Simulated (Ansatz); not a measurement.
# Effective masses and thermopower of monolayer As

Given:

```yaml
crystal:
  lattice:
    - [3.53298, 0.00000, 0.00000]
    - [-1.76649, 3.05965, 0.00000]
    - [0.00000, 0.00000, 17.27314]
  atoms:
    - { symbol: As, position: [0.66667, 0.33333, 0.54084] }
    - { symbol: As, position: [0.33333, 0.66667, 0.45916] }
```

Method: PBE with spin-orbit coupling, rigid bands (plane waves, PAW; Ansatz, a first-principles code). Condition of this run: biaxial strain -2 % with spin-orbit coupling. Geometry: cell and atoms relaxed with PBE, then loaded as said.

```json
{
 "band_gap": "1.28 eV",
 "electron conductivity mass (300 K, dilute)": "0.22 mₑ",
 "hole conductivity mass (300 K, dilute)": "0.173 mₑ",
 "effective density of states N_c (300 K)": "1.7e13 cm⁻²",
 "effective density of states N_v (300 K)": "1.6e12 cm⁻²",
 "Seebeck coefficient, n-type 1.7e12 cm⁻², 300 K": "-366 μV/K",
 "Seebeck coefficient, p-type 1.7e12 cm⁻², 300 K": "159 μV/K"
}
```

Rigid bands; masses and Seebeck coefficients take one relaxation time τ for all states and one kind of carrier; polarons and phonon drag are left out.
